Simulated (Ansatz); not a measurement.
The parent structure is BN in the wurtzite structure (space group P6_3mc, No. 186; a = 2.555 Å, c = 4.225 Å).

The values are results of PBE in Ansatz (plane waves to 420 eV, PAW, without spin-orbit coupling), not measurements.

Base values:

```
Property                                Value
----------------------------  ---------------
Gap between the host's bands          5.23 eV
Gap character                 indirect, Γ → K
```

One thing is altered: hole doping at 2.0×10^22 cm⁻³ (0.477 per cell), with a uniform compensating background at fixed cell and a 300 K Fermi–Dirac width.

Problem. Predict the new gap between the host's bands.

Solution. The gap between the host's bands increases by 0.11 eV to 5.34 eV.

Problem. How does this affect the Fermi level from band edge?

Solution. The Fermi level relative to the doped band's edge (positive inside the band; to 0.05 eV) comes out as +1.35 eV.

Problem. What happens to the gap character?

Solution. The gap character is still indirect, Γ → K.

Problem. Predict the new largest internal atomic displacement.

Solution. The largest internal atomic displacement amounts to 0.012 Å.

Carriers are added with a uniform compensating background; total energy and stress of such cells depend on the potential's zero and are not compared; many-body gap narrowing is missing at this level. Stability against distortions was not tested.

Ansatz is an electronic-structure program.
